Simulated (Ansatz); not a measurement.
The starting structures come from a database of crystals and need not be the phases stable at ambient conditions.

 Where the default PAW files enter, the runs use the earlier of Ansatz's two default sets.

By PBEsol, the system below comes out a metal.

A figure of merit of an interconnect metal is its ballistic conductance per area.

Given:

```
Rh5Si3
1.0
    5.35039     0.00000     0.00000
    0.00000    10.23432     0.00000
    0.00000     0.00000     3.86965
Si Rh
6 10
Direct
  0.90617   0.34438   0.50000
  0.09383   0.65562   0.50000
  0.40617   0.15562   0.50000
  0.59383   0.84438   0.50000
  0.50000   0.50000   0.00000
  0.00000   0.00000   0.00000
  0.66652   0.60741   0.50000
  0.33348   0.39259   0.50000
  0.16652   0.89259   0.50000
  0.83348   0.10741   0.50000
  0.66034   0.28762   0.00000
  0.33966   0.71238   0.00000
  0.16034   0.21238   0.00000
  0.83966   0.78762   0.00000
  0.50000   0.00000   0.00000
  0.00000   0.50000   0.00000
```

Space group of this cell: Pbam. The cell is taken as given; by PBEsol its mean pressure is -3.0 GPa.

The current flows along the normal of the first two printed cell vectors. No spin-orbit coupling; the value is a mean over 0.1 eV about the Fermi level.

Q: Give the ballistic conductance per area that PBEsol (Ansatz, a first-principles code) yields.

A: 0.44 × 10¹⁵ S/m² for both spins.
